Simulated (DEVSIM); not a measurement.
abrupt Si n-p junction

Structure: abrupt Si n-p junction, at 300 K.

| layer (left to right) | material | thickness (μm) | Nd (cm⁻³) | Na (cm⁻³) | τn (s) | τp (s) |
|---|---|---|---|---|---|---|
| 1 | Si | 28.0 | 1.4e19 | - | 8e-5 | 8e-5 |
| 2 | Si | 17.0 | - | 2.3e15 | 8e-5 | 8e-5 |

Left contact: ohmic. Right contact: ohmic. Voltage is applied to the left contact. Recombination: SRH at mid-gap. Mobility is constant in doping.

The device is made up for the run: typed textbook-type constants, with dimensions and the other settings drawn at random. Values at 300 K.

```csv
parameter,Si
gap (eV),1.124
affinity (eV),4.05
permittivity,11.7
Nc (cm⁻³),2.86e19
Nv (cm⁻³),3.1e19
μn (cm²/Vs),1417
μp (cm²/Vs),470
```

Simulated with DEVSIM: 1D drift-diffusion, Boltzmann statistics, complete ionisation; no tunnelling, impact ionisation, image-force lowering or self-heating.

The potential step across the device at zero bias is 0.860 V. The largest field in the device at zero bias is 210000 V/cm, the dark forward voltage at 1 A/cm² comes out as 0.582 V and the dark forward voltage at 100 A/cm² is 0.741 V.

Dark forward current:

| V (V) | J (A/cm²) |
|---|---|
| -0.05 | -1.2e-9 |
| -0.10 | -8.9e-9 |
| -0.20 | -4.2e-7 |
| -0.25 | -2.9e-6 |
| -0.30 | -2.0e-5 |
| -0.40 | -0.00094 |
| -0.45 | -0.0065 |
| -0.50 | -0.045 |
| -0.55 | -0.30 |
| -0.65 | -9.7 |
| -0.70 | -38 |
| -0.75 | -120 |
| -0.85 | -960 |
| -0.90 | -2500 |
